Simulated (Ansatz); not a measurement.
A self-consistent single point of Cs (Im-3m, 1 atom in the cell) with Ansatz (a first-principles code)

Method: PBEsol, default PAW files made with PBE (plane waves; Ansatz).

The input file:

Ansatz 0.2 input:
```yaml
crystal:
  lattice:
    - [-3.034750, 3.034750, 3.034750]
    - [3.034750, -3.034750, 3.034750]
    - [3.034750, 3.034750, -3.034750]
  atoms:
    - { symbol: Cs, position_ang: [0.000000, 0.000000, 0.000000] }
basis:
  ecutwfc: 30.9 Ry
kpoints:
  mp_grid: { grid: [8, 8, 8] }
hamiltonian:
  xc: pbesol
  pseudopotentials: { kind: paw }
scf:
  occupations: { method: gaussian, width: 0.0073 Ry }
output:
  forces: true
  eigenvalues: true
  stress: true
```

Log, with long lists cut:

```
WARN ansatz: RAYON_NUM_THREADS=1 ignored (pool sized by the plan → 1); use --threads N
Pseudopotentials: kind: paw
Pseudopotential: Cs, paw, valence charge 9
Crystal: 1 atoms, lattice volume = 111.797 Å³
Basis set: ecut = 420.4159175005146 eV, 2171 PW (Γ), exchange–correlation on 72×72×72 points (8 copies of the dense FFT grid, shifted against one another)
Bands: 9, of which v1, the nominal top of the filled ones, is band 5 counted from 1 (4 counted from 0)
Symmetry: 48 space group operations
Space group: Im-3m (ITA 229), of the structure as read, at distance tolerance 4.8e-5 Å
k-points: 29 of 512
PAW frozen core: Cs, regenerated for the run's functional, and the local potential with it
Initial density: superposition of atomic densities (neutral atoms: chi_scale 0, normalization atom), corrected by the library's trained network
Initial wavefunctions: pseudopotential atomic-orbital guess
Eigensolver: davidson
Functional: x = pbesol(κ = 0.804, μ = 0.12345679012345678), c = pbesol(β = 0.046)
SCF iter   1: F=—  HF=-5585.792586 eV  |F-HF|=—  |Δ(HF+E_count)|=         —  Δρ=4.92e-4  dr2=2.64e-4  ethr=1.77e-3  ⟨swp⟩=6.0  Hψ=2137  notcnv=0
all-band conjugate gradients solve this SCF's bands
preconditioner: auto → Kerker (q_TF=auto, 1.793 Å⁻¹)
SCF iter   2: F=—  HF=-5585.792916 eV  |F-HF|=—  |Δ(HF+E_count)|=   3.30e-4  Δρ=3.01e-4  dr2=1.23e-4  ethr=2.93e-6  ⟨swp⟩=2.3  Hψ=634  notcnv=0
SCF iter   3: F=—  HF=-5585.792969 eV  |F-HF|=—  |Δ(HF+E_count)|=   5.35e-5  Δρ=8.12e-5  dr2=8.97e-6  ethr=1.36e-6  ⟨swp⟩=2.0  Hψ=385  notcnv=0
SCF iter   4: F=—  HF=-5585.792969 eV  |F-HF|=—  |Δ(HF+E_count)|=   1.30e-7  Δρ=3.40e-5  dr2=3.36e-6  ethr=9.97e-8  ⟨swp⟩=2.0  Hψ=383  notcnv=0
SCF iter   5: F=—  HF=-5585.792969 eV  |F-HF|=—  |Δ(HF+E_count)|=   1.56e-7  Δρ=1.40e-5  dr2=2.22e-7  ethr=3.73e-8  ⟨swp⟩=2.3  Hψ=364  notcnv=0
SCF iter   6: F=-5585.792969 eV  HF=-5585.792969 eV  |F-HF|=2.06e-9  |Δ(HF+E_count)|=   5.11e-8  Δρ=1.70e-6  dr2=3.08e-9  ethr=1.11e-9  ⟨swp⟩=5.7  Hψ=1346  notcnv=0
SCF 1 converged in 6 iterations: F = -5585.792969 eV  dr2 = 3.08e-9
SCF converged after 6 iterations
Free energy (F): -5585.792969 eV
Harris-Foulkes:  -5585.792969 eV  (|F-HF|=2.06e-9)
Internal energy: -5585.782896 eV  (E = F + TS)
E sigma→0 (E₀):  -5585.787933 eV
Entropy (-TS):   -0.010074 eV (-10.074 meV/atom)
Fermi energy:    2.275393 eV
--- Per-component energies (eV) ---
  E_band       = -91.483341
  E_kinetic    = 140.914768
  E_local      = -389.614032  (includes V_loc(G=0)·N_el)
  E_nonlocal   = 31.285106
  E_hartree    = 135.999522
  E_xc         = -171.262016
  E_vxc        = -124.220330  (∫ρ·V_xc dr)
  E_paw        = -4983.576015  (= ΣΔE_a)
  E_vpaw       = -21.846973  (= ΣTr[D̂ρ^β])
  E_aug_tail   = -0.000001  (compensation charges beyond the density's cutoff)
  E_ewald      = -349.674388
  E_core_change = 0.144160  (= ΣΔE_core)
  E_smearing   = -0.010074  (= −TS)
  E_closure    = 0.000000  (closes the sum)
  Σ components = -5585.792969   (vs F -5585.792969, Δ=0.00e0)
--- Forces (eV/Å), atoms counted from 1 ---
  atom   1  Cs     0.00000000    -0.00000000     0.00000000
  max |Σ_I F_I| component: 6.06e-32 eV/Å
--- Stress (GPa, compression-positive) ---
       -0.055071       0.000000      -0.000000
       -0.000000      -0.055071      -0.000000
       -0.000000       0.000000      -0.055071
  P = ⅓ Tr σ = -0.0551 GPa (-0.551 kbar)
  The stress holds the Pulay correction. Without it, at fixed plane waves, as pw.x and ABINIT print it: P = -0.0553 GPa
--- Band table (eV; the first three rows and the last of 29) ---
  k-point 0: bands = ["-21.5664", "-8.2773", "-8.2773", "-8.2773", "0.5546", "4.7830", "4.7830", "4.7830", "5.6775"]
  k-point 1: bands = ["-21.5653", "-8.3005", "-8.2848", "-8.2774", "0.7313", "4.5917", "4.5994", "4.9593", "5.4567"]
  k-point 2: bands = ["-21.5626", "-8.3552", "-8.3027", "-8.2775", "1.2191", "4.0075", "4.2620", "5.4759", "5.5154"]
  k-point 28: bands = ["-21.5528", "-8.3856", "-8.3856", "-8.3856", "2.9037", "2.9037", "5.3201", "5.3201", "5.3201"]
```

The run converged in 6 iterations.

The starting cell has typed, rounded lattice constants, without a prior relaxation at this level. Its lattice was rescaled by up to half a per cent. Ansatz's pressure includes its estimate of the finite-basis (Pulay) stress.
